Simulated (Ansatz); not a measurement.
Start from Y in the hcp (Mg type) structure (space group P6_3/mmc, No. 194; a = 3.594 Å, c = 5.610 Å; relaxed with 0.1 eV smearing). Axes: x lies along a and z along c of the hexagonal cell.

Computed with PBEsol (Ansatz, an electronic-structure program; PAW; 420 eV plane waves; no spin-orbit coupling).

Perturbation: uniaxial strain ε_zz = −2.00 %, all other strain components held at zero; the atoms relax in the strained cell.

Q: Predict the stress tensor and what it implies for the stiffness.

A: Stress of the strained cell less that of the base (GPa, compression positive):
```
    0.5     0.0     0.0
    0.0     0.5     0.0
    0.0     0.0     1.7
```

Then −Δσ_ii/ε with ε = -0.0200 gives secant stiffness values (nonlinear terms included at this strain): C33 ≈ 86 GPa, C13 ≈ 24 GPa and C23 ≈ 24 GPa.

Stability against distortions was not tested. All final runs are without spin polarisation.
